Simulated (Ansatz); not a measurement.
Some atoms of an NVE trajectory of Li2O (antifluorite type), cell Li64O32, with the crystal as the starting point [in the run: it stayed crystalline; mean temperature 290 K (target 300 K); density 2.02 g/cm³]; time step 1.5 fs, velocity Verlet. Level of theory: r2SCAN (plane waves, PAW; Ansatz, a program for electronic structure). On the run's last frame a denser k-mesh moved the forces by 0.002 eV/Å rms, the static pressure by -0.04 GPa and the free energy by -2 meV/atom, which is about how far such values are converged.

```csv
atom,mass (u),x y z (Å),v (Å/fs),F (eV/Å)
Li18,6.940,3.59858 1.04626 5.59984,-0.005005 -0.001110 0.008545,0.3310 0.1255 0.4410
Li19,6.940,3.63439 1.05935 7.96494,-0.007633 0.008350 0.000848,-0.2909 0.5177 0.0130
Li53,6.940,8.24840 3.47498 1.00815,0.002264 -0.002810 -0.002984,-0.3931 -0.2728 0.1228
O60,15.999,6.95825 2.29368 -0.13385,-0.000908 0.004142 -0.005082,0.4962 -0.6350 0.6141
O72,15.999,7.07462 2.26388 4.50374,-0.006476 0.005342 -0.000809,0.5858 -0.9141 -0.1421
O83,15.999,7.05307 4.51563 2.21730,-0.001999 -0.004184 -0.003801,1.0290 -0.3159 -0.4304
```

Task: Give their positions one step later.

Result: x' = x + vΔt + FΔt²/(2m), with 1 eV/(Å·u) = 0.0096485 Å/fs².
```json
[
 {"atom": "Li18", "x' y' z' (Å)": "3.59159 1.04479 5.61335"},
 {"atom": "Li19", "x' y' z' (Å)": "3.62248 1.07268 7.96623"},
 {"atom": "Li53", "x' y' z' (Å)": "8.25118 3.47033 1.00387"},
 {"atom": "O60", "x' y' z' (Å)": "6.95722 2.29946 -0.14105"},
 {"atom": "O72", "x' y' z' (Å)": "7.06531 2.27128 4.50243"},
 {"atom": "O83", "x' y' z' (Å)": "7.05077 4.50914 2.21131"}
]
```
